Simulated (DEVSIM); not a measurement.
System: abrupt Si p-n junction, at 300 K.

Layer 1 from the left is Si, thickness (μm) 0.150, Na (cm⁻³) 1.5e19, τn (s) 1.5e-7, τp (s) 1.5e-7. Layer 2 from the left is Si, thickness (μm) 0.740, Nd (cm⁻³) 4.9e17, τn (s) 1.5e-7, τp (s) 1.5e-7.

Left contact: ohmic. Right contact: ohmic. Voltage is applied to the left contact. Recombination: SRH at mid-gap. Mobility is constant in doping.

The device is made up for the run: typed textbook-type constants, with dimensions and the other settings drawn at random. Values at 300 K.

Si: gap (eV) 1.124, affinity (eV) 4.05, permittivity 11.7, Nc (cm⁻³) 2.86e19, Nv (cm⁻³) 3.1e19, μn (cm²/Vs) 1417, μp (cm²/Vs) 470.

Model (solved in DEVSIM): 1D drift-diffusion, Boltzmann statistics, complete ionisation; no tunnelling, impact ionisation, image-force lowering or self-heating.

Dark forward current:

| |V| (V) | |J| (A/cm²) |
|---|---|
| 0.05 | 3.527e-9 |
| 0.10 | 1.265e-8 |
| 0.15 | 3.872e-8 |
| 0.20 | 1.213e-7 |
| 0.25 | 4.278e-7 |
| 0.30 | 1.817e-6 |
| 0.35 | 9.411e-6 |
| 0.40 | 5.635e-5 |
| 0.45 | 0.0003653 |
| 0.50 | 0.002456 |
| 0.55 | 0.01677 |
| 0.60 | 0.1152 |
| 0.65 | 0.7935 |
| 0.70 | 5.470 |
| 0.75 | 37.68 |
| 0.80 | 258.4 |
| 0.85 | 1723 |
| 0.90 | 10200 |

Q: Work out the local ideality factor n = ΔV / (kT/q · ln(J2/J1)) between the rows 0.15 and 0.20 V, 0.65 and 0.70 V, 0.85 and 0.90 V.

A: kT/q = 25.85 mV. From 0.15 to 0.20 V: ln(1.213e-7/3.872e-8) = 1.142, n = 1.69. From 0.65 to 0.70 V: ln(5.470/0.7935) = 1.931, n = 1.00, near the 1 of diffusion or emission over a barrier. From 0.85 to 0.90 V: ln(10200/1723) = 1.778, n = 1.09, near the 1 of diffusion or emission over a barrier.

Q: Estimate the current at 0.60 V from the Shockley equation with J0 = Σ q ni² D/(N L) coth(W/L), τ joining the SRH, radiative and Auger lifetimes that are on, and W taken as the whole layer.

A: ni² = 1.16e20 cm⁻⁶; electrons in the p layer: μ = 1420 cm²/Vs, D = 36.6 cm²/s, τ = 1.50e-7 s, L = 23.4 μm, W/L = 0.0064, term 3.02e-12 A/cm²; holes in the n layer: μ = 470 cm²/Vs, D = 12.1 cm²/s, τ = 1.50e-7 s, L = 13.5 μm, W/L = 0.055, term 6.23e-12 A/cm². J0 = 9.25e-12 A/cm², and J = J0 exp(qV/kT) = 0.111 A/cm². The simulation gives 0.115 A/cm²; the estimate lies 3.4 % below. The estimate leaves out recombination in the depletion region and that region's share of W.
